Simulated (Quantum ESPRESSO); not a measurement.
Quantum ESPRESSO run on SrMg3O4 (Pm-3m, 8 atoms in the cell): self-consistent single point.

Method of the run: PBEsol, GBRV 1.5 ultrasoft (PBESOL) pseudopotentials (plane waves; Quantum ESPRESSO).

```
SrMg3O4
1.0
    4.50596     0.00000     0.00000
    0.00000     4.50596     0.00000
    0.00000     0.00000     4.50596
Sr Mg O
1 3 4
Direct
  0.00000   0.00000   0.00000
  0.00000   0.50000   0.50000
  0.50000   0.00000   0.50000
  0.50000   0.50000   0.00000
  0.50000   0.00000   0.00000
  0.00000   0.50000   0.00000
  0.00000   0.00000   0.50000
  0.50000   0.50000   0.50000
```

Reference input (self-consistent single point, DFT, PBEsol, plane waves, GBRV 1.5 ultrasoft (PBESOL) pseudopotentials): ecutwfc = 40 Ry; ecutrho = 200 Ry; occupations = fixed; potentials = {Sr: sr_pbesol_v1.uspp.F.UPF, Mg: mg_pbesol_v1.4.uspp.F.UPF, O: o_pbesol_v1.2.uspp.F.UPF}; K_POINTS = automatic 6 6 6 0 0 0; nbnd = 38; conv_thr = 1e-09 Ry. This run's input differs from it in these lines:

```diff
@@ -13,4 +13,4 @@
   ntyp = 3
-  ecutwfc = 40
-  ecutrho = 200
+  ecutwfc = 52
+  ecutrho = 260
   occupations = 'fixed'
```

Output (repeated stretches shortened):

```
     Self-consistent Calculation

     iteration #  1     ecut=    52.00 Ry     beta= 0.70

     negative rho (up, down):  6.346E-02 0.000E+00

     total energy              =    -574.36547822 Ry
     estimated scf accuracy    <       1.73677125 Ry

     iteration #  2     ecut=    52.00 Ry     beta= 0.70

     negative rho (up, down):  6.431E-02 0.000E+00

     total energy              =    -574.70787875 Ry
     estimated scf accuracy    <       2.44606449 Ry

     iteration #  3     ecut=    52.00 Ry     beta= 0.70

     negative rho (up, down):  6.433E-02 0.000E+00

     total energy              =    -575.16139681 Ry
     estimated scf accuracy    <       0.02189192 Ry

   [... 6 blocks of this kind left out ...]

     iteration # 10     ecut=    52.00 Ry     beta= 0.70

     negative rho (up, down):  6.459E-02 0.000E+00

     total energy              =    -575.17229240 Ry
     estimated scf accuracy    <          5.7E-09 Ry

     iteration # 11     ecut=    52.00 Ry     beta= 0.70

     negative rho (up, down):  6.459E-02 0.000E+00
     End of self-consistent calculation

     highest occupied, lowest unoccupied level (ev):     8.4435   10.6265

!    total energy              =    -575.17229240 Ry
     estimated scf accuracy    <          5.9E-11 Ry

     convergence has been achieved in  11 iterations

     negative rho (up, down):  6.459E-02 0.000E+00

     Forces acting on atoms (cartesian axes, Ry/au):

     atom    1 type  1   force =     0.00000000    0.00000000    0.00000000
   [... zero for the other atoms too ...]

     Total force =     0.000000     Total SCF correction =     0.000000

     negative rho (up, down):  6.459E-02 0.000E+00
          total   stress  (Ry/bohr**3)                   (kbar)     P=       49.67
   0.00033767   0.00000000   0.00000000           49.67        0.00        0.00
   0.00000000   0.00033767   0.00000000            0.00       49.67        0.00
   0.00000000   0.00000000   0.00033767            0.00        0.00       49.67

   JOB DONE.
```

The run converged in 11 iterations. Against the reference run the free energy goes down by 4.2 meV/atom, the pressure goes from 5.14 to 4.97 GPa and the gap on the mesh stays at 2.183 eV.

The starting cell comes from a database of computed structures (which also holds hypothetical and non-ambient phases and stackings), without a prior relaxation at this level. Its lattice was rescaled by a random factor within 2.5 % of one.

Cost on one core of a shared machine: roughly 60 s.
